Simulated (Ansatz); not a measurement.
MgCO₃ (R-3c, No. 167), treated with PBEsol (PAW; Ansatz, an electronic-structure program).

Run with plane-wave cutoff 520 eV, 10×10×10 k mesh, Fermi–Dirac smearing 0.01 eV, scalar-relativistic PAW data made under PBE.

Results at a series of volumes:

```json
[
 {"V (Å³/atom)": "8.942", "E − E_lowest (meV/atom)": "5.37"},
 {"V (Å³/atom)": "9.129", "E − E_lowest (meV/atom)": "1.29"},
 {"V (Å³/atom)": "9.315", "E − E_lowest (meV/atom)": "0.00"},
 {"V (Å³/atom)": "9.501", "E − E_lowest (meV/atom)": "1.19"},
 {"V (Å³/atom)": "9.687", "E − E_lowest (meV/atom)": "4.60"}
]
```

### Question
What bulk modulus B0 and pressure derivative B′ does a third-order Birch–Murnaghan fit give?

### Answer
V0 = 9.315 Å³/atom, B0 = 107 GPa, B′ = 4.7 (fit to the energies at full precision).

Shape and atoms are relaxed at each volume.

Note: the bulk modulus comes from volumes at which shape and atoms were relaxed.

Computed values are for the static lattice.
